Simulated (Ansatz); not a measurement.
Electronic density of states of amorphous Ti₂₀O₄₁Cu₂, density 3.74 g/cm³, on a 2×2×2 Γ-centred mesh with a Gaussian width of 0.1 eV; energies count from the Fermi level, whose place inside the gap is arbitrary. Cell and mesh are small, so fine structure isn't converged. Method: PBE, scalar-relativistic without spin-orbit coupling (plane waves to 420 eV, PAW; Ansatz, a program for electronic structure). Sampling: a 2×2×2 Γ-centred mesh; Fermi-Dirac width 0.02 eV; no spin polarisation. At PBE the levels at the filled edge of the gap are localised (band-tail or defect states), and the nearest spread-out levels lie 2.7 eV apart at the zone centre.

Preparation: random packing, a CHGNet melt and quench, and a DFT relaxation. O atoms were pushed apart under 1.9 Å during the dynamics, to hinder bonds among them. The hot cell started wider than the set density and was brought back towards it in steps. It is the lowest in DFT energy of 2 quenches. It is a model cell: composition and starting density were chosen by hand, and all elements were melted together. No dispersion term was used. Its density started from a set value of 3.74 and ended at 3.74 g/cm³. The simulated quench (nominally 240 K/ps over its main leg) is rapid and tends to freeze in more defects than a deposited or slowly cooled glass has. Values belong to this one cell and scatter from quench to quench. The volume was held where the preparation left it and the shape relaxed, at a PBE pressure of 3.5 GPa. Stress components on the final sampling reach 3.6 GPa.

```json
[
 {"E - EF (eV)": "-12.00", "states/(eV atom)": "0.00"},
 {"E - EF (eV)": "-11.90", "states/(eV atom)": "0.00"},
 {"E - EF (eV)": "-11.80", "states/(eV atom)": "0.00"},
 {"E - EF (eV)": "-11.70", "states/(eV atom)": "0.00"},
 {"E - EF (eV)": "-11.60", "states/(eV atom)": "0.00"},
 {"E - EF (eV)": "-11.50", "states/(eV atom)": "0.00"},
 {"E - EF (eV)": "-11.40", "states/(eV atom)": "0.00"},
 {"E - EF (eV)": "-11.30", "states/(eV atom)": "0.00"},
 {"E - EF (eV)": "-11.20", "states/(eV atom)": "0.00"},
 {"E - EF (eV)": "-11.10", "states/(eV atom)": "0.00"},
 {"E - EF (eV)": "-11.00", "states/(eV atom)": "0.00"},
 {"E - EF (eV)": "-10.90", "states/(eV atom)": "0.00"},
 {"E - EF (eV)": "-10.80", "states/(eV atom)": "0.00"},
 {"E - EF (eV)": "-10.70", "states/(eV atom)": "0.00"},
 {"E - EF (eV)": "-10.60", "states/(eV atom)": "0.00"},
 {"E - EF (eV)": "-10.50", "states/(eV atom)": "0.00"},
 {"E - EF (eV)": "-10.40", "states/(eV atom)": "0.00"},
 {"E - EF (eV)": "-10.30", "states/(eV atom)": "0.00"},
 {"E - EF (eV)": "-10.20", "states/(eV atom)": "0.00"},
 {"E - EF (eV)": "-10.10", "states/(eV atom)": "0.00"},
 {"E - EF (eV)": "-10.00", "states/(eV atom)": "0.00"},
 {"E - EF (eV)": "-9.90", "states/(eV atom)": "0.00"},
 {"E - EF (eV)": "-9.80", "states/(eV atom)": "0.00"},
 {"E - EF (eV)": "-9.70", "states/(eV atom)": "0.00"},
 {"E - EF (eV)": "-9.60", "states/(eV atom)": "0.00"},
 {"E - EF (eV)": "-9.50", "states/(eV atom)": "0.00"},
 {"E - EF (eV)": "-9.40", "states/(eV atom)": "0.00"},
 {"E - EF (eV)": "-9.30", "states/(eV atom)": "0.00"},
 {"E - EF (eV)": "-9.20", "states/(eV atom)": "0.00"},
 {"E - EF (eV)": "-9.10", "states/(eV atom)": "0.00"},
 {"E - EF (eV)": "-9.00", "states/(eV atom)": "0.00"},
 {"E - EF (eV)": "-8.90", "states/(eV atom)": "0.00"},
 {"E - EF (eV)": "-8.80", "states/(eV atom)": "0.00"},
 {"E - EF (eV)": "-8.70", "states/(eV atom)": "0.00"},
 {"E - EF (eV)": "-8.60", "states/(eV atom)": "0.00"},
 {"E - EF (eV)": "-8.50", "states/(eV atom)": "0.00"},
 {"E - EF (eV)": "-8.40", "states/(eV atom)": "0.00"},
 {"E - EF (eV)": "-8.30", "states/(eV atom)": "0.00"},
 {"E - EF (eV)": "-8.20", "states/(eV atom)": "0.00"},
 {"E - EF (eV)": "-8.10", "states/(eV atom)": "0.00"},
 {"E - EF (eV)": "-8.00", "states/(eV atom)": "0.00"},
 {"E - EF (eV)": "-7.90", "states/(eV atom)": "0.00"},
 {"E - EF (eV)": "-7.80", "states/(eV atom)": "0.00"},
 {"E - EF (eV)": "-7.70", "states/(eV atom)": "0.00"},
 {"E - EF (eV)": "-7.60", "states/(eV atom)": "0.00"},
 {"E - EF (eV)": "-7.50", "states/(eV atom)": "0.00"},
 {"E - EF (eV)": "-7.40", "states/(eV atom)": "0.00"},
 {"E - EF (eV)": "-7.30", "states/(eV atom)": "0.00"},
 {"E - EF (eV)": "-7.20", "states/(eV atom)": "0.00"},
 {"E - EF (eV)": "-7.10", "states/(eV atom)": "0.00"},
 {"E - EF (eV)": "-7.00", "states/(eV atom)": "0.06"},
 {"E - EF (eV)": "-6.90", "states/(eV atom)": "0.18"},
 {"E - EF (eV)": "-6.80", "states/(eV atom)": "0.20"},
 {"E - EF (eV)": "-6.70", "states/(eV atom)": "0.31"},
 {"E - EF (eV)": "-6.60", "states/(eV atom)": "0.49"},
 {"E - EF (eV)": "-6.50", "states/(eV atom)": "0.64"},
 {"E - EF (eV)": "-6.40", "states/(eV atom)": "0.66"},
 {"E - EF (eV)": "-6.30", "states/(eV atom)": "0.70"},
 {"E - EF (eV)": "-6.20", "states/(eV atom)": "0.80"},
 {"E - EF (eV)": "-6.10", "states/(eV atom)": "0.87"},
 {"E - EF (eV)": "-6.00", "states/(eV atom)": "0.97"},
 {"E - EF (eV)": "-5.90", "states/(eV atom)": "1.08"},
 {"E - EF (eV)": "-5.80", "states/(eV atom)": "1.12"},
 {"E - EF (eV)": "-5.70", "states/(eV atom)": "1.16"},
 {"E - EF (eV)": "-5.60", "states/(eV atom)": "1.20"},
 {"E - EF (eV)": "-5.50", "states/(eV atom)": "1.12"},
 {"E - EF (eV)": "-5.40", "states/(eV atom)": "1.10"},
 {"E - EF (eV)": "-5.30", "states/(eV atom)": "1.11"},
 {"E - EF (eV)": "-5.20", "states/(eV atom)": "0.99"},
 {"E - EF (eV)": "-5.10", "states/(eV atom)": "0.96"},
 {"E - EF (eV)": "-5.00", "states/(eV atom)": "0.90"},
 {"E - EF (eV)": "-4.90", "states/(eV atom)": "0.79"},
 {"E - EF (eV)": "-4.80", "states/(eV atom)": "0.74"},
 {"E - EF (eV)": "-4.70", "states/(eV atom)": "0.75"},
 {"E - EF (eV)": "-4.60", "states/(eV atom)": "0.76"},
 {"E - EF (eV)": "-4.50", "states/(eV atom)": "0.79"},
 {"E - EF (eV)": "-4.40", "states/(eV atom)": "0.77"},
 {"E - EF (eV)": "-4.30", "states/(eV atom)": "0.81"},
 {"E - EF (eV)": "-4.20", "states/(eV atom)": "0.81"},
 {"E - EF (eV)": "-4.10", "states/(eV atom)": "0.75"},
 {"E - EF (eV)": "-4.00", "states/(eV atom)": "0.80"},
 {"E - EF (eV)": "-3.90", "states/(eV atom)": "0.87"},
 {"E - EF (eV)": "-3.80", "states/(eV atom)": "0.83"},
 {"E - EF (eV)": "-3.70", "states/(eV atom)": "0.83"},
 {"E - EF (eV)": "-3.60", "states/(eV atom)": "0.91"},
 {"E - EF (eV)": "-3.50", "states/(eV atom)": "0.92"},
 {"E - EF (eV)": "-3.40", "states/(eV atom)": "0.92"},
 {"E - EF (eV)": "-3.30", "states/(eV atom)": "0.91"},
 {"E - EF (eV)": "-3.20", "states/(eV atom)": "0.89"},
 {"E - EF (eV)": "-3.10", "states/(eV atom)": "0.89"},
 {"E - EF (eV)": "-3.00", "states/(eV atom)": "0.84"},
 {"E - EF (eV)": "-2.90", "states/(eV atom)": "0.81"},
 {"E - EF (eV)": "-2.80", "states/(eV atom)": "0.88"},
 {"E - EF (eV)": "-2.70", "states/(eV atom)": "0.81"},
 {"E - EF (eV)": "-2.60", "states/(eV atom)": "0.74"},
 {"E - EF (eV)": "-2.50", "states/(eV atom)": "0.68"},
 {"E - EF (eV)": "-2.40", "states/(eV atom)": "0.54"},
 {"E - EF (eV)": "-2.30", "states/(eV atom)": "0.43"},
 {"E - EF (eV)": "-2.20", "states/(eV atom)": "0.42"},
 {"E - EF (eV)": "-2.10", "states/(eV atom)": "0.37"},
 {"E - EF (eV)": "-2.00", "states/(eV atom)": "0.17"},
 {"E - EF (eV)": "-1.90", "states/(eV atom)": "0.03"},
 {"E - EF (eV)": "-1.80", "states/(eV atom)": "0.09"},
 {"E - EF (eV)": "-1.70", "states/(eV atom)": "0.29"},
 {"E - EF (eV)": "-1.60", "states/(eV atom)": "0.43"},
 {"E - EF (eV)": "-1.50", "states/(eV atom)": "0.44"},
 {"E - EF (eV)": "-1.40", "states/(eV atom)": "0.32"},
 {"E - EF (eV)": "-1.30", "states/(eV atom)": "0.33"},
 {"E - EF (eV)": "-1.20", "states/(eV atom)": "0.27"},
 {"E - EF (eV)": "-1.10", "states/(eV atom)": "0.16"},
 {"E - EF (eV)": "-1.00", "states/(eV atom)": "0.16"},
 {"E - EF (eV)": "-0.90", "states/(eV atom)": "0.11"},
 {"E - EF (eV)": "-0.80", "states/(eV atom)": "0.17"},
 {"E - EF (eV)": "-0.70", "states/(eV atom)": "0.15"},
 {"E - EF (eV)": "-0.60", "states/(eV atom)": "0.17"},
 {"E - EF (eV)": "-0.50", "states/(eV atom)": "0.07"},
 {"E - EF (eV)": "-0.40", "states/(eV atom)": "0.01"},
 {"E - EF (eV)": "-0.30", "states/(eV atom)": "0.00"},
 {"E - EF (eV)": "-0.20", "states/(eV atom)": "0.00"},
 {"E - EF (eV)": "-0.10", "states/(eV atom)": "0.00"},
 {"E - EF (eV)": "0.00", "states/(eV atom)": "0.00"},
 {"E - EF (eV)": "0.10", "states/(eV atom)": "0.00"},
 {"E - EF (eV)": "0.20", "states/(eV atom)": "0.00"},
 {"E - EF (eV)": "0.30", "states/(eV atom)": "0.00"},
 {"E - EF (eV)": "0.40", "states/(eV atom)": "0.01"},
 {"E - EF (eV)": "0.50", "states/(eV atom)": "0.07"},
 {"E - EF (eV)": "0.60", "states/(eV atom)": "0.18"},
 {"E - EF (eV)": "0.70", "states/(eV atom)": "0.30"},
 {"E - EF (eV)": "0.80", "states/(eV atom)": "0.56"},
 {"E - EF (eV)": "0.90", "states/(eV atom)": "0.69"},
 {"E - EF (eV)": "1.00", "states/(eV atom)": "0.75"},
 {"E - EF (eV)": "1.10", "states/(eV atom)": "0.88"},
 {"E - EF (eV)": "1.20", "states/(eV atom)": "0.96"},
 {"E - EF (eV)": "1.30", "states/(eV atom)": "0.94"},
 {"E - EF (eV)": "1.40", "states/(eV atom)": "0.91"},
 {"E - EF (eV)": "1.50", "states/(eV atom)": "0.93"},
 {"E - EF (eV)": "1.60", "states/(eV atom)": "0.95"},
 {"E - EF (eV)": "1.70", "states/(eV atom)": "0.98"},
 {"E - EF (eV)": "1.80", "states/(eV atom)": "0.98"},
 {"E - EF (eV)": "1.90", "states/(eV atom)": "0.92"}
]
```

The level gap on this mesh is 1.15 eV; the broadening fills part of it in the curve.
